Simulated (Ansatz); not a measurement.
Structures of equal composition on the (111) surface of fcc Pt: a layer of Fe in place of the second plane; a layer of Fe in place of the third plane. The slabs share one bottom face, and each structure is named by its start. These are constructed structures in small cells; real faces may alloy, dewet or reconstruct in larger ones, and not all known structures of the face are among them. Slabs of about 11 Å with all that they carry, Fermi-Dirac smearing of 0.1 eV. Bottom of the slabs: a bare face, its two planes held. Relaxed from the named starts with such symmetry as they have, on meshes of like density; energies extrapolated to zero smearing; no spin-orbit coupling, no U. Spin-polarised runs, if any, are marked in brackets, and their order is one that fits the cell; the others ran without spin.

Calculation: PBE (plane waves to 420 eV, PAW; Ansatz, a first-principles code).

Q: Put the candidates in order of energy per 1x1 cell, lowest first, for PBE.

A: a layer of Fe in place of the second plane (0.000 eV [spin, 3.7 μB a cell]), a layer of Fe in place of the third plane (0.149 eV [spin, 3.6 μB a cell])
